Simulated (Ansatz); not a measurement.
## WS2: energy against strain

WS2 (2H layered, P6_3/mmc, 17.434 Å³/atom at rest, c along z) under a strain ε along c (axis z), the other axes held. PBE-D3(BJ) in Ansatz, a plane-wave DFT program (PAW, default set), 420 eV, 12×12×3 Γ-centred mesh, Fermi-Dirac smearing 0.05 eV; ions are relaxed within the symmetry of each cell.

Here s stands for strain and y for E less E0.

| strain (%) | E less E0 (meV/atom) |
|---|---|
| -3.00 | ? |
| -1.20 | 0.54 |
| -0.60 | 0.13 |
| 0.00 | 0.00 |
| 0.60 | 0.13 |
| 1.20 | 0.48 |

Problem. Fit y against s with a parabola, and predict the withheld value at s = -3.00.

Solution. Least squares gives y = 0.002 - 0.0200·s + 0.3532·s². Residuals (row less fit): 0.005, -0.011, -0.002, 0.013, -0.007; standard error 0.014 (degrees of freedom: 2). Twice the quadratic coefficient over the volume, 2 × 0.3532 meV × 10⁴ × 0.1602 / 17.434 Å³, is the elastic constant C33 = 65 ± 1.8 GPa. At the withheld row, y = 0.002 - 0.0200 × (-3.0) + 0.3532 × (-3.0)² = 3.241 meV/atom. The calculation gives 3.84 meV/atom, 0.599 meV/atom above the prediction (15.6 % of the range of y in the table). The row lies outside the fitted rows, so this is an extrapolation. From the scatter of the fitted rows alone, a prediction at this place has a standard error of 0.087 meV/atom, so the miss is 6.9 times that.

One order more, fitted to all 11 runs of the series, follows each within 0.01, so the miss is the next term of a smooth law. Rows are the converged runs of the series near zero and its far end; series whose fitted rows scatter by over a few per cent of the range, as at a crossing or softening among them, aren't shown in this form. Most that stay on the fit to the last digits aren't either.
